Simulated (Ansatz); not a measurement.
## Effect of Au → Ag on Au

Consider Au in the fcc (Cu type) structure (space group Fm-3m, No. 225; a = 4.157 Å).

Modification: every Au is replaced by Ag; the structure is relaxed again.

Calculations: plane-wave PAW DFT at the PBE level (Ansatz, an electronic-structure program, 420 eV), no spin-orbit coupling. Settings: 19×19×19 k-points, 0.05 eV Fermi–Dirac smearing.

| quantity | base | changed | shift |
|---|---|---|---|
| density | 18.21 g/cm³ | 10.03 g/cm³ | -8.18 g/cm³ |
| lattice parameter a | 4.157 Å | 4.149 Å | -0.0086 Å |
| space group | Fm-3m (No. 225) | Fm-3m (No. 225) | – |
| shortest interatomic distance | 2.940 Å | 2.933 Å | -0.0061 Å |
| band gap | zero | zero | – |

Final structure:

```yaml
crystal:
  lattice:
    - [0.00000, 2.07428, 2.07428]
    - [2.07428, 0.00000, 2.07428]
    - [2.07428, 2.07428, 0.00000]
  atoms:
    - { symbol: Ag, position: [0.00000, 0.00000, 0.00000] }
```

Cost of the whole job for the changed cell (relaxation, final SCF and bands): around 22 core-seconds (rough).

Whether these cells are dynamically stable was not tested.
